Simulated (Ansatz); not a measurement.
We consider TaAg (model structure, Pmma, No. 51, 4 atoms in the cell), described by PBEsol (plane waves, PAW; Ansatz, a quantum-chemistry and plane-wave program).

Run with plane-wave cutoff 520 eV, 12×18×12 k mesh (along the axes of the cell as run), Fermi–Dirac smearing 0.05 eV, no spin polarisation, scalar-relativistic PAW data made under PBE.

Cell (relaxed at this level):

```cif
data_Ag2Ta2
_chemical_formula_sum 'Ag2 Ta2'
_space_group_name_H-M_alt 'P 1'
_space_group_IT_number 1
_cell_length_a 4.71152
_cell_length_b 2.75036
_cell_length_c 5.21788
_cell_angle_alpha 90.000
_cell_angle_beta 90.000
_cell_angle_gamma 90.000
loop_
_space_group_symop_operation_xyz
  'x, y, z'
loop_
_atom_site_label
_atom_site_type_symbol
_atom_site_fract_x
_atom_site_fract_y
_atom_site_fract_z
_atom_site_occupancy
Ag1 Ag 0.25000 0.00000 0.85282 1
Ag2 Ag 0.75000 0.00000 0.14718 1
Ta1 Ta 0.25000 0.50000 0.34881 1
Ta2 Ta 0.75000 0.50000 0.65119 1
```

Question: Give the computed bulk modulus B0.

Answer: 
bulk modulus B0: 176 GPa

The run finds no gap.

Note: the bulk modulus is −V dP/dV from two relaxed cells at ±2 % in volume; the relaxation could raise the start's symmetry but not lower it, so the cell can be a saddle point.

Spin–orbit coupling is not included.

Static lattice: no zero-point or thermal effects.

Computing time: very roughly 6 core-minutes.

A model structure was made by putting elements into a prototype or built by hand; it is no filed structure, need not be a known phase, and can be a saddle point held by its symmetry.
